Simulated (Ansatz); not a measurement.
An Ansatz (a program for electronic structure) run: SrTiO3 with a change (isotropic strain +2.40 %); Ansatz PBEsol, without spin-orbit coupling.

Input:

Ansatz 0.2 input:
```yaml
crystal:
  lattice:
    - [3.9845240291, 0, 0]
    - [0, 3.9845240291, 0]
    - [0, 0, 3.9845240291]
  atoms:
    - { symbol: Sr, position: [0, 0, 0] }
    - { symbol: Ti, position: [0.5, 0.5, 0.5] }
    - { symbol: O, position: [0.5, 0, 0.5] }
    - { symbol: O, position: [0, 0.5, 0.5] }
    - { symbol: O, position: [0.5, 0.5, 0] }
basis: { ecutwfc: 420, ecutrho_ratio: 4, xc_grid: 2, fft_grid_basis: typed }
kpoints: { mp_grid: { grid: [9, 9, 9] } }
hamiltonian:
  xc: pbesol
  dispersion: none
  pseudopotentials: { kind: paw }
scf: { occupations: { method: fermi_dirac, width: 0.05 }, convergence: { dr2_threshold: 0.0000000005 } }
relax: { f_tol: 0.005, max_steps: 50 }
output: { forces: true, stress: true }
checkpoint: { write: state.ck, write_every: 1000 }
```

Output (explanatory and most iteration lines left out):

```
Relaxation: its limit of steps is 50 (relax.max_steps)
Pseudopotential: Sr, paw, valence charge 10
Pseudopotential: Ti, paw, valence charge 12
Pseudopotential: O, paw, valence charge 6
Crystal: 5 atoms, lattice volume = 63.260 Å³
Basis set: ecut = 420 eV, 1237 PW (Γ), exchange–correlation on 54×54×54 points (8 copies of the dense FFT grid, shifted against one another)
Bands: 25, of which v1, the nominal top of the filled ones, is band 20 counted from 1 (19 counted from 0)
Symmetry: 48 space group operations
Space group: Pm-3m (ITA 221), of the structure as read, at distance tolerance 4.0e-5 Å
k-points: 35 of 729
Functional: x = pbesol(κ = 0.804, μ = 0.12345679012345678), c = pbesol(β = 0.046)
SCF iter   1: F=—  HF=-7657.112653 eV  |F-HF|=—  |Δ(HF+E_count)|=         —  Δρ=1.72e-2  dr2=1.63e-1  ethr=1.77e-3  ⟨swp⟩=7.2  Hψ=4486  notcnv=0
SCF iter   2: F=—  HF=-7657.081795 eV  |F-HF|=—  |Δ(HF+E_count)|=   3.09e-2  Δρ=4.23e-3  dr2=1.38e-2  ethr=4.07e-4  ⟨swp⟩=2.0  Hψ=1553  notcnv=0  defer=22
SCF 1 converged in 8 iterations: F = -7657.079358 eV  dr2 = 5.21e-11
relax step   1: F+E_penalty+E_count = -7657.07935845 eV  Δ(F+E_penalty+E_count) = +0.000e0 eV  max|allowed force component| = 4.636e-29 eV/Å  Δτ_max = 0.0000 Å  (8 SCF iters, accepted)
SCF converged after 8 iterations
Free energy (F): -7657.079358 eV
Internal energy: -7657.079358 eV  (E = F + TS)
E sigma→0 (E₀):  -7657.079358 eV
Fermi energy:    9.905104 eV
--- Forces (eV/Å), atoms counted from 1 ---
  atom   1  Sr    -0.00000000     0.00000000     0.00000000
  atom   2  Ti     0.00000000     0.00000000     0.00000000
  atom   3  O      0.00000000    -0.00000000     0.00000000
  atom   4  O      0.00000000     0.00000000     0.00000000
  atom   5  O      0.00000000    -0.00000000    -0.00000000
--- Stress (GPa, compression-positive) ---
      -11.318655       0.000000       0.000000
        0.000000     -11.318655       0.000000
        0.000000       0.000000     -11.318655
  P = ⅓ Tr σ = -11.3187 GPa (-113.187 kbar)
--- Relaxed structure (1 steps of the walk, 1 accepted, 0 SCFs on fresh bases) ---
  atoms:
    - { symbol: Sr, position: [0.0, 0.0, 0.0] }
    - { symbol: Ti, position: [0.5, 0.5, 0.5] }
    - { symbol: O, position: [0.5, 0.0, 0.5] }
    - { symbol: O, position: [0.0, 0.5, 0.5] }
    - { symbol: O, position: [0.5, 0.5, 0.0] }
```

Whether these cells are dynamically stable was not tested. The final runs are not spin-polarised. The cell was made from SrTiO$_{3}$ in the cubic perovskite structure (space group Pm-3m, No. 221) by this change: isotropic strain +2.40 %. Many cubic perovskites are stable only at high temperature; tilts and polar distortions were not tested.
